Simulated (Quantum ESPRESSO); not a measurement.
Quantum ESPRESSO 7.5, DFT, PBE, plane waves, PseudoDojo 0.5 standard norm-conserving PBE (local tails restored to the Coulomb form): zinc-blende GaAs, 2 atoms. Basis and mesh were picked for this test and aren't claimed converged.

```fortran
&CONTROL
  calculation = 'scf'
  pseudo_dir = './pseudo'
  outdir = './out'
  tprnfor = .true.
  tstress = .false.
/
&SYSTEM
  ibrav = 0
  nat = 2
  ntyp = 2
  ecutwfc = 84.0
  ecutrho = 336.0
  occupations = 'smearing'
  smearing = 'gaussian'
  degauss = 0.005
/
&ELECTRONS
  conv_thr = 2e-09
  diagonalization = 'paro'
/
ATOMIC_SPECIES
Ga 69.7230 Ga.upf
As 74.9216 As.upf
CELL_PARAMETERS angstrom
  0.000000000000   2.826500000000   2.826500000000
  2.826500000000   0.000000000000   2.826500000000
  2.826500000000   2.826500000000   0.000000000000
ATOMIC_POSITIONS crystal
Ga   0.000000000000   0.000000000000   0.000000000000
As   0.250000000000   0.250000000000   0.250000000000
K_POINTS automatic
10 10 10 0 0 0
```

```bash
OMP_NUM_THREADS=1 mpirun -np 16 pw.x -nk 16 -in pw.in
```

The program reports k-points computed: 47, bands: 18, electrons: 28, G-vectors of the density: 31775, FFT grid: 45×45×45, symmetry operations: 24.

It runs on a single node (AMD EPYC (Zen 5), 96 cores on 1 socket, no SMT, 12 L3 cache groups; 94 cores' worth of CPU time may be used).

On 16 ranks this takes 3.9 s. Each time is the median wall time of two to five repeats, run one at a time on the otherwise empty machine; start-up is included. Processes are pinned to neighbouring cores unless said otherwise. The build: conda-forge: Open MPI 5.0, OpenMP, OpenBLAS 0.3.34 (pthreads), FFTW, ScaLAPACK, ELPA; another build can shift the numbers. Scratch files lie in a memory file system.

### Question
Speed this job up; the result has to stay within 1.0 meV/atom in energy. Keep to 16 cores.

### Answer
One answer among several that fit: going from diagonalization = paro to diagonalization = david (default), one of the fastest of the measured ones that keep the result.

```diff
-  diagonalization = 'paro'
```

Time: 3.9 s to 2.5 s (1.6× as fast). The largest move is in the rest of the band solver (c_bands and wfcinit less FFTs, projectors and diagonalisation: overlaps, rotations, waiting): 1.1 s to 0.32 s. These two results differ by: energy equal as printed. Others tried: diago_thr_init = 1e-05, diagonalization = david (default) (2.5 s); diago_david_ndim = 4, diagonalization = david (default) (2.5 s); diago_david_ndim = 3, diagonalization = david (default) (2.5 s); diago_full_acc = true, diagonalization = david (default) (2.6 s); diagonalization = rmm-davidson, diago_rmm_ndim = 2 (3.0 s); diagonalization = rmm-davidson, diago_rmm_ndim = 6 (3.5 s); diagonalization = rmm-paro (3.6 s); diagonalization = rmm-davidson (3.6 s); diagonalization = rmm-davidson, diago_rmm_conv = true (3.6 s); diagonalization = cg, diago_cg_maxiter = 5 (4.3 s); diagonalization = cg (4.3 s).
